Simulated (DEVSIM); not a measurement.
Device: Al/SiO2/p-Si capacitor, at 300 K.

| layer (left to right) | material | thickness (nm) | Na (cm⁻³) |
|---|---|---|---|
| 1 | SiO2 | 3.60 | - |
| 2 | Si | 5800 | 9.7e15 |

Metal gate on the left, work function 4.1 eV. Fixed charge at the semiconductor interface 4.5e11 cm⁻² (in units of +e); no interface traps.

Constants are typed, rounded textbook-type inputs, not results; the design itself was drawn at random and stands for no fabricated device. Values at 300 K.

```tsv
parameter	SiO2	Si
gap (eV)	9	1.124
affinity (eV)	0.9	4.05
permittivity	3.9	11.7
Nc (cm⁻³)	-	2.86e19
Nv (cm⁻³)	-	3.1e19
```

Simulated with DEVSIM: 1D Poisson equation in equilibrium, Boltzmann statistics, complete ionisation; no quantum confinement or tunnelling. Metal contacts follow the ideal Schottky-Mott rule: no Fermi-level pinning, no interface dipoles.

Give the band bending (positive: bands bend down) and minority sheet density.


| Vg (V) | ψs (V) | minority carriers (cm⁻²) |
|---|---|---|
| -1.6 | -0.200 | < 1e8 |
| -1.3 | -0.158 | < 1e8 |
| -1 | -0.044 | < 1e8 |
| -0.7 | 0.215 | < 1e8 |
| -0.4 | 0.500 | < 1e8 |
| -0.1 | 0.778 | 7.0e10 |
| 0.2 | 0.879 | 1.3e12 |
